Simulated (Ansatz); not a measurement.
Given:

```
CELL_PARAMETERS angstrom
      0.00000     3.42149     3.42149
      3.42149     0.00000     3.42149
      3.42149     3.42149     0.00000
ATOMIC_POSITIONS crystal
  Rb 0.00000 0.00000 0.00000
  Br 0.50000 0.50000 0.50000
```

All values below come from PBEsol, rigid bands (plane waves, PAW, scalar-relativistic; Ansatz, an electronic-structure program). Geometry: cell and atoms relaxed with PBEsol.

What conductivity effective mass do dilute electrons have at 300 K?

0.37 mₑ.

And the band gap?

4.23 eV at this level; semilocal functionals usually fall short of the measured gap.

Rigid bands, one relaxation time for all states, no polarons. Spin-orbit coupling is left out; where it splits the top of the valence band it changes the hole mass and lowers the gap by about a third of the splitting.

Formula and space group known from diffraction (Crystallography Open Database), not checked to be the room-temperature form: RbBr (Fm-3m).
